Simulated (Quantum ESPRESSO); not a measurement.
# One base run on Se₂ScNaO₆ (P1, 40 atoms in the cell) and variants with one or two settings moved

```
CELL_PARAMETERS angstrom
     12.80730     0.00000     0.00000
      0.00000     5.46490     0.00000
      0.00000     0.00000     8.14080
ATOMIC_POSITIONS crystal
  Se 0.29296 0.75603 0.49699
  Se 0.20771 0.24870 0.99755
  Se 0.79264 0.75371 0.00612
  Se 0.70854 0.25604 0.50484
  Se 0.07376 0.75282 0.78136
  Se 0.42888 0.25078 0.28361
  Se 0.56447 0.75195 0.71455
  Se 0.93068 0.24638 0.22186
  Sc 0.39861 0.25261 0.69951
  Sc 0.09884 0.74984 0.20019
  Sc 0.89747 0.24250 0.80338
  Sc 0.59801 0.75197 0.29817
  Na 0.11486 0.24499 0.51423
  Na 0.38474 0.75187 0.01390
  Na 0.61370 0.25100 0.98326
  Na 0.88719 0.74859 0.48720
  O  0.28982 0.98976 0.62282
  O  0.21137 0.00142 0.12664
  O  0.79171 0.50924 0.87576
  O  0.70969 0.49002 0.37304
  O  0.71111 0.01112 0.37718
  O  0.79110 0.99044 0.87637
  O  0.21265 0.49044 0.12069
  O  0.29024 0.50699 0.62196
  O  0.16495 0.75043 0.43605
  O  0.33393 0.25026 0.93616
  O  0.66605 0.74705 0.06571
  O  0.83243 0.25359 0.56430
  O  0.00021 0.98315 0.69616
  O  0.49741 0.01293 0.19912
  O  0.50418 0.50540 0.80350
  O  0.99606 0.49040 0.29823
  O  0.99825 0.01568 0.29886
  O  0.50383 0.99085 0.79750
  O  0.49665 0.48962 0.19760
  O  0.00205 0.51249 0.69712
  O  0.02570 0.75118 0.98151
  O  0.47477 0.25233 0.47737
  O  0.52599 0.74237 0.52741
  O  0.97681 0.25306 0.02221
```

Base run A: PBEsol, GBRV 1.5 ultrasoft (PBESOL) pseudopotentials (Quantum ESPRESSO 7.5), self-consistent single point.

Its settings: ecutwfc = 50 Ry; ecutrho = 400 Ry; occupations = smearing; smearing = fermi-dirac; degauss = 0.0073499 Ry; K_POINTS = automatic 1 2 2 0 0 0; conv_thr = 1e-09 Ry.

The starting cell comes from a database of published, mostly measured structures (it also holds non-ambient and calculated ones), without a prior relaxation at this level. Its atoms were displaced at random from the sites of space group no. 62. In the base run, with a pressure of about 3 GPa the cell is away from its equilibrium volume at this level. In the base run, forces exceed 1 eV/Å.

ΔF is the free energy per atom less that of run A. 

Run A gave: pressure (GPa) 3.06; largest force (eV/Å) 4.729; gap on the mesh (eV) 3.750.

Runs:
- B: lattice scaled by 0.97; ecutwfc: 50 Ry → 30 Ry; ecutrho: 400 Ry → 240 Ry
- C: ecutrho: 400 Ry → 200 Ry

**Question.** What does run B change against A?

**Answer.** The free energy rises by 169 meV/atom, the pressure goes from 3.06 to 9.90 GPa, the largest force goes from 4.729 to 8.068 eV/Å and the gap on the mesh goes from 3.750 to 3.826 eV.

```
run  ΔF (meV/atom)  pressure (GPa)  largest force (eV/Å)  gap on the mesh (eV)
---  -------------  --------------  --------------------  --------------------
A             0.00            3.06                 4.729                 3.750
B            169.0            9.90                 8.068                 3.826
C             0.09            3.07                 4.730                 3.750
```
